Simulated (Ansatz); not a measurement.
## A computed series for Sn: response to strain

Start from Sn in the diamond structure (space group Fd-3m, No. 227; a = 6.5665 Å). Axes: x, y, z lie along the cube axes.

Strains are applied to the cell and any free atomic positions relax; under biaxial strain the out-of-plane vector relaxes too.

The values are results of r2SCAN/PAW in Ansatz (a quantum-chemistry and plane-wave program), without spin-orbit coupling, not measurements.

Notes on the quantities. pressure: mean of the normal stresses, compression positive; energy relative to the base: free energy F.

```tsv
case	pressure	energy relative to the base	shortest interatomic distance
base	0.0 GPa	0 meV/atom	2.843 Å
biaxial strain +1.00 %, plane normal [001], relaxed out of plane	…	…	…
biaxial strain +1.50 %, plane normal [001], relaxed out of plane	-0.6 GPa	+3.3 meV/atom	2.859 Å
biaxial strain +2.00 %, plane normal [001], relaxed out of plane	-0.8 GPa	+5.7 meV/atom	2.864 Å
biaxial strain +2.50 %, plane normal [001], relaxed out of plane	-1.0 GPa	+8.8 meV/atom	2.869 Å
biaxial strain +3.00 %, plane normal [001], relaxed out of plane	-1.2 GPa	+13 meV/atom	2.875 Å
```

### Question
What belongs in the blanks?

### Answer

- biaxial strain +1.00 %, plane normal [001], relaxed out of plane, pressure: -0.4 GPa
- biaxial strain +1.00 %, plane normal [001], relaxed out of plane, energy relative to the base: +1.5 meV/atom
- biaxial strain +1.00 %, plane normal [001], relaxed out of plane, shortest interatomic distance: 2.854 Å

Whether these cells are dynamically stable was not tested.
